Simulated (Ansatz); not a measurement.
The reference is a 9-atom supercell of TiS₂ in the CdI2 type structure (space group P-3m1, No. 164; layered, stacked along the Cartesian z axis) at its relaxed geometry.

```yaml
crystal:
  lattice:
    - [5.04088, -2.91036, 0.00000]
    - [0.00000, 5.82071, 0.00000]
    - [-1.68029, -2.91036, 5.52244]
  atoms:
    - { symbol: Ti, position: [0.00000, 0.00000, 0.00000] }
    - { symbol: Ti, position: [0.66667, 0.33333, 0.00000] }
    - { symbol: Ti, position: [0.33333, 0.66667, 0.00000] }
    - { symbol: S, position: [0.08619, 0.50571, 0.25857] }
    - { symbol: S, position: [0.75286, 0.83904, 0.25857] }
    - { symbol: S, position: [0.41952, 0.17238, 0.25857] }
    - { symbol: S, position: [0.58048, 0.82762, 0.74143] }
    - { symbol: S, position: [0.24714, 0.16096, 0.74143] }
    - { symbol: S, position: [0.91381, 0.49429, 0.74143] }
```

All numbers come from DFT with PBE-D3(BJ), PAW potentials and a 420 eV plane-wave cutoff in Ansatz (a first-principles code), without spin-orbit coupling.

One neutral defect a cell, atoms relaxed at fixed cell.

One change was made to it. Results:

The largest displacement of a host atom from its site in the perfect cell amounts to 0.14 Å; the pressure goes from zero to 2.4 GPa.

Problem. What was done to the base?
A) Pb on a S site, symmetric start
B) H interstitial (started 1.97 Å from the nearest host atom)
C) S vacancy, symmetric start

Solution. B, H interstitial (started 1.97 Å from the nearest host atom). For comparison, the pressure in the other runs: Pb on a S site, symmetric start gives 1.5 GPa; S vacancy, symmetric start gives 1.8 GPa.

The cell is small, so the values are those of an ordered compound at a high defect concentration; dilute-limit values will differ. Defects with a symmetric start kept the site's symmetry and may sit on a saddle; the others started slightly shaken. All final runs are without spin polarisation.
